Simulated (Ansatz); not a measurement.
## VSi2 under a change: tensor shear ε_xz = +0.30 %

Take VSi2 (space group P6_222, No. 180; a = 4.5307 Å, c = 6.3246 Å; weakly magnetic (sensitive to the mesh)) as the base. Axes: x lies along a and z along c of the hexagonal cell.

The change: a pure shear with ε_xz = ε_zx = 0.0030, atoms relaxed at fixed cell.

Calculations: Ansatz (an electronic-structure program) r2SCAN, no spin-orbit coupling. Settings: 12×12×8 k-points, 0.05 eV Fermi–Dirac smearing.

| quantity | base | changed | shift |
|---|---|---|---|
| volume per atom | 12.49 Å³ | 12.49 Å³ | 0.00 Å³ |
| space group | P6_222 (No. 180) | C2 (No. 5) | – |
| energy relative to the base (free energy F) | 0 meV/atom | +0.2 meV/atom | +0.2 meV/atom |
| pressure (mean of the normal stresses, compression positive) | 0.0 GPa | 0.0 GPa | 0.0 GPa |
| band gap | zero | zero | – |
| magnetic state | weakly magnetic (sensitive to the mesh) | weakly magnetic (sensitive to the mesh) | – |
| stress (xx, yy, zz, yz, xz, xy; compression positive) (rough) | – | (0.0, 0.0, 0.0, 0.0, -0.9, 0.0) GPa | – |

Final structure:

```
VSi2
1.0
    4.53068     0.00000     0.01359
   -2.26534     3.92368    -0.00680
    0.01897     0.00000     6.32464
V Si
3 6
Cartesian
  2.26534   0.00322   0.00680
  1.13618   1.96018   2.11161
 -1.11720   1.96018   4.21302
  0.00000   1.27948   0.00000
  3.42897   0.63663   2.11857
  1.17533   3.28399   4.21998
  2.26534   2.65046   0.00680
 -1.15636   3.28399   2.10466
  1.12069   0.63663   4.21966
```

Cost of the whole job for the changed cell (relaxation, final SCF and bands): roughly 40 core-minutes.

The magnetic state is the one reached from the starting moments; the real material's order can differ, and small cells can't hold many antiferromagnetic ones. Without a gap, meshes like the base's 12×12×8 leave anisotropic stresses uncertain by several tenths of a GPa, and small strain energies with them. The cells carry an imposed strain or load. No phonon test of stability was made. Starting moments died away, wholly or in part, for the base; another magnetic solution may exist.
